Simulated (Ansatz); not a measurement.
Rock-salt GaN (model structure) (like a known high-pressure phase)

These are r²SCAN (PAW; Ansatz, a program for electronic structure) values and carry that method's errors.

Numerical settings: plane-wave cutoff 500 eV, 16×16×16 k mesh, Fermi–Dirac smearing 0.05 eV, scalar-relativistic PAW data made under PBE.

Cell (relaxed at this level):

```xyz
2
Lattice="0.0000 2.1083 2.1083 2.1083 0.0000 2.1083 2.1083 2.1083 0.0000" Properties=species:S:1:pos:R:3 pbc="T T T"
Ga     0.0000     0.0000     0.0000
N      2.1083     2.1083     2.1083
```

- band gap = 1.17 eV (on the SCF k mesh)

Spin–orbit coupling is not included.

The computed numbers hold no vibrational or temperature effects.

A model structure was made by putting elements into a prototype or built by hand; it is no filed structure, need not be a known phase, and can be a saddle point held by its symmetry.
